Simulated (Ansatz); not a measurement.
Base system: WSe2 in the rutile structure (space group P4_2/mnm, No. 136; a = 6.1507 Å, c = 3.3109 Å; a hypothetical phase, not in the database extracts checked).

Modification: a hydrostatic pressure of 9 GPa.

Levels (all Ansatz, a first-principles code, PAW, earlier PAW set): PBEsol (420 eV, spin-orbit coupling left out); r2SCAN (500 eV, no SOC).

The geometry is relaxed with PBEsol.

| Quantity | Result |
|---|---|
| PBEsol pressure | 9.0 GPa |

Q: What does r2SCAN give at this geometry for the pressure?

A: The pressure goes up by 3.3 GPa to 12.3 GPa.

Single points use the geometry relaxed with PBEsol. Their cutoffs differ, which shifts pressures a little. Load acts through the strain it causes; cell and atoms are relaxed under it. Stability against distortions was not tested. No other phases were tried under pressure. All final runs are without spin polarisation. WSe2 has a high density of states at the Fermi level and may be magnetic at this level.
